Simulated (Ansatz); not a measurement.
The starting structures come from a database of crystals and need not be the phases stable at ambient conditions.

Here is the system:

```xyz
4
Lattice="3.8417 0.0000 0.0000 -1.9209 3.3270 0.0000 0.0000 0.0000 6.3329" Properties=species:S:1:pos:R:3 pbc="T T T"
Ga     1.9209     1.1090     3.1668
Ga     0.0000     2.2180     0.0003
P      1.9209     1.1090     5.5347
P      0.0000     2.2180     2.3682
```

Space group of this cell: P6_3mc, wurtzite. The cell is taken as given; by PBEsol its mean pressure is -0.6 GPa.

Transport runs along the normal of the first two printed cell vectors, the (001) plane of the conventional cell.

The gap is the functional's own. No spin-orbit coupling. Mid-gap values are interpolated on the energy grid.

Question: Compute, with PBEsol (Ansatz, an electronic-structure program), the band gap and the smallest decay constant κ at mid-gap.

Answer: Gap 1.27 eV on a 12×12×6 mesh; κ = 0.100 1/Å, at the zone centre.
